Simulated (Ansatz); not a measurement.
Worked example: relaxation of the atoms of CsPbBr3 (P4mm, 5 atoms in the cell) in Ansatz (a program for electronic structure).

Method: LDA (PW92), default PAW files made with PBE (plane waves; Ansatz).

The change in words: one atom moved by 0.15 angstrom; relax: default → atoms; relax.f_tol: default → 0.001 eV/Å. Reference geometry:
```
CsPbBr3
1.0
    5.84065     0.00000     0.00000
    0.00000     5.84065     0.00000
    0.00000     0.00000     5.84065
Cs Pb Br
1 1 3
Direct
  0.00000   0.00000   0.00000
  0.50000   0.50000   0.50000
  0.50000   0.00000   0.50000
  0.00000   0.50000   0.50000
  0.50000   0.50000   0.00000
```

Reference input (self-consistent single point, DFT, LDA (PW92), plane waves, default PAW files made with PBE): basis.ecutwfc = 420 eV; kpoints.mp_grid.grid = 4 4 4; hamiltonian.xc = lda; hamiltonian.pseudopotentials = {kind: paw} (the program's default PAW files); scf.occupations.method = fermi_dirac; scf.occupations.width = 0.01 eV. This run's input differs from it in these lines:

```diff
@@ -6,3 +6,3 @@
   atoms:
-    - { symbol: Cs, position: [0.000000, 0.000000, 0.000000] }
+    - { symbol: Cs, position: [0.000000, 0.000000, 0.025682] }
     - { symbol: Pb, position: [0.500000, 0.500000, 0.500000] }
@@ -20,2 +20,4 @@
   occupations: { method: fermi_dirac, width: 0.01 }
+relax:
+  f_tol: 0.001
 output:
```

Output, abridged:

```
   [... SCF lines of the steps left out ...]
relax step   1: F+E_penalty+E_count = -25194.89830720 eV  Δ(F+E_penalty+E_count) = +0.000e0 eV  max|allowed force component| = 2.384e-2 eV/Å  Δτ_max = 0.0000 Å  (6 SCF iters, dr2 threshold 1.00e-7 eV, accepted)
relax step   2: F+E_penalty+E_count = -25194.89903083 eV  Δ(F+E_penalty+E_count) = -7.236e-4 eV  max|allowed force component| = 2.244e-2 eV/Å  Δτ_max = 0.0111 Å  (5 SCF iters, dr2 threshold 3.55e-8 eV, accepted)
   [... lines left out ...]
relax step   7: F+E_penalty+E_count = -25194.91718319 eV  Δ(F+E_penalty+E_count) = -8.395e-5 eV  max|allowed force component| = 1.089e-3 eV/Å  Δτ_max = 0.0090 Å  (4 SCF iters, dr2 threshold 4.02e-8 eV, accepted)
relax step   8: F+E_penalty+E_count = -25194.91718320 eV  Δ(F+E_penalty+E_count) = -1.268e-8 eV  max|allowed force component| = 1.065e-3 eV/Å  Δτ_max = 0.0000 Å  (3 SCF iters, accepted)
relax step   9: F+E_penalty+E_count = -25194.91718406 eV  Δ(F+E_penalty+E_count) = -8.565e-7 eV  max|allowed force component| = 3.101e-4 eV/Å  Δτ_max = 0.0013 Å  (5 SCF iters, accepted)
the relaxation is at rest under the 8 symmetry operations that the run kept from its start: a minimum is not shown …
Stability not checked: this state was not tested for a lower state beside it, because too few of the mixer's solves of this state at the end of the SCF gave a …
Free energy (F): -25194.917184 eV
Internal energy: -25194.917184 eV  (E = F + TS)
E sigma→0 (E₀):  -25194.917184 eV
Fermi energy:    4.202624 eV
--- Forces (eV/Å), atoms counted from 1 ---
  atom   1  Cs    -0.00000000     0.00000000     0.00006932
  atom   2  Pb    -0.00000000     0.00000000    -0.00013967
   [... lines left out ...]
    - { symbol: Cs, position: [-1.434394332494581e-34, 0.0, 0.0750330373680891] }
    - { symbol: Pb, position: [0.49999999999999994, 0.49999999999999994, 0.5099904284569777] }
    - { symbol: Br, position: [0.49999999999999994, 0.0, 0.46716381295665826] }
    - { symbol: Br, position: [8.532173184666043e-35, 0.49999999999999994, 0.46716381295665826] }
    - { symbol: Br, position: [0.49999999999999994, 0.49999999999999994, 0.006330908261616349] }
```

The run converged. 

Summary of the result:
- Free energy E − TS (on the zero of these files): -25194.9172 eV
- Top of the valence band (on the code's own zero): 3.41 eV
- Gap on the k-point mesh: 1.58 eV
- Pressure: -0.51 GPa
- Relaxation steps: 9

The starting cell has typed, rounded lattice constants, without a prior relaxation at this level. Its lattice was rescaled by up to half a per cent. For this run, on top of that: one atom moved by 0.15 angstrom. Spin-orbit coupling is off. The relaxation keeps the symmetry of its start, so its end need not be a minimum. Ansatz's pressure includes its estimate of the finite-basis (Pulay) stress.

Cost on one core of a shared machine: roughly 40 s.

Keys are those of Ansatz 0.2.
